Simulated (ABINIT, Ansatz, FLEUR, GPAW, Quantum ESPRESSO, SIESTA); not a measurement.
# Code comparison for Mg6SnSb (Amm2, 8 atoms in the cell)

Self-consistent single point.

```
Mg6SnSb
1.0
    5.26180     0.00000     0.00000
    0.00000     3.26125     5.50007
    0.00000    -3.26125     5.50007
Mg Sn Sb
6 1 1
Direct
  0.00000   0.83342   0.33402
  0.00000   0.33402   0.83342
  0.50000   0.66685   0.16769
  0.50000   0.16769   0.66685
  0.50000   0.66610   0.66610
  0.50000   0.16636   0.16636
  0.00000   0.83277   0.83277
  0.00000   0.33279   0.33279
```

All programs got the same cell, k-point mesh and kind of occupations (in Ansatz's words: kpoints.mp_grid.grid = 3 3 3; scf.occupations.method = fermi_dirac; scf.occupations.width = 0.1 eV); potentials, basis and cutoffs are each program's usual ones.

```json
[
 {"code": "SIESTA", "model": "GGA PBEsol, numerical atomic orbitals DZP, PseudoDojo PBEsol standard norm-conserving potentials (rewritten from UPF to PSML)", "pressure (GPa)": "0.89", "largest force (eV/Å)": "0.139", "k-points": "14", "cutoff": "grid 350 Ry"},
 {"code": "FLEUR", "model": "PBEsol, all-electron FLAPW (FLEUR), scalar-relativistic valence", "pressure (GPa)": "–", "largest force (eV/Å)": "0.147", "k-points": "8", "cutoff": "Kmax 3.8 1/bohr"},
 {"code": "Ansatz", "model": "PBEsol, PAW files made with PBE", "pressure (GPa)": "-1.60", "largest force (eV/Å)": "0.146", "k-points": "8", "cutoff": "420 eV"},
 {"code": "Quantum ESPRESSO", "model": "PBEsol, GBRV 1.5 ultrasoft (PBESOL) pseudopotentials", "pressure (GPa)": "-1.60", "largest force (eV/Å)": "0.148", "k-points": "8", "cutoff": "40 Ry"},
 {"code": "ABINIT", "model": "PBEsol, norm-conserving pseudopotentials (PseudoDojo nc-sr-04 PBEsol standard)", "pressure (GPa)": "-1.57", "largest force (eV/Å)": "0.146", "k-points": "8", "cutoff": "1143 eV"},
 {"code": "GPAW", "model": "PBEsol, GPAW PAW datasets PBEsol (made by gpaw-setup)", "pressure (GPa)": "-1.66", "largest force (eV/Å)": "0.147", "k-points": "8", "cutoff": "850 eV"}
]
```

Size of the force on each atom (eV/Å): Sizes of forces hide their directions.

```tsv
code	Mg1	Mg2	Mg3	Mg4	Mg5	Mg6	Sn7	Sb8
SIESTA	0.032	0.032	0.139	0.139	0.014	0.132	0.022	0.032
FLEUR	0.027	0.027	0.147	0.147	0.005	0.134	0.054	0.037
Ansatz	0.027	0.027	0.146	0.146	0.004	0.133	0.054	0.037
Quantum ESPRESSO	0.027	0.027	0.148	0.148	0.004	0.134	0.054	0.037
ABINIT	0.026	0.026	0.146	0.146	0.001	0.131	0.053	0.037
GPAW	0.026	0.026	0.147	0.147	0.003	0.133	0.050	0.035
```

A dash marks a value that a program does not give, or that is left out as unsure.

The spread over the programs that give each value: pressure within 2.55 GPa; largest force within 0.009 eV/Å.

The starting cell comes from a database of computed structures (which also holds hypothetical and non-ambient phases and stackings), without a prior relaxation at this level. On Ansatz's run: Spin-orbit coupling is off. Without a gap this mesh is coarse (it stands for a supercell whose shortest vector is 16 Å).

Problem. Why do the programs differ, and what cannot be compared?

Solution. Differences of this kind can come from the potentials, where these differ, and from what each basis and cutoff leave unconverged. The zero of total energies and Fermi levels follows the potentials and each program's conventions, so they are not compared here. SIESTA uses small atom-centred bases, whose incompleteness enters pressures, forces and empty levels differently from a plane-wave cutoff. FLEUR treats all electrons, but the usual bases taken here (sphere radii, linearisation, local orbitals, empty states) were not tested for convergence, so the values are no reference for the others. Ansatz's pressure is given at a fixed set of plane waves, as the other plane-wave codes print theirs. The programs reduce the same mesh by symmetry to different extents, which changes the work and not the result. In the pressure, SIESTA (by 2.49) lies more than 1 GPa from the median of the plane-wave programs.

The shared mesh is coarse (it stands for a supercell whose shortest vector is 16 Å), so the values are not converged in it.

Left out of this page: CP2K (unsound by tests on forces, stress, charge or solver warnings); Elk (not drawn, or without a comparable value).

Ansatz is a program for electronic structure.

Keys are those of Ansatz 0.2.
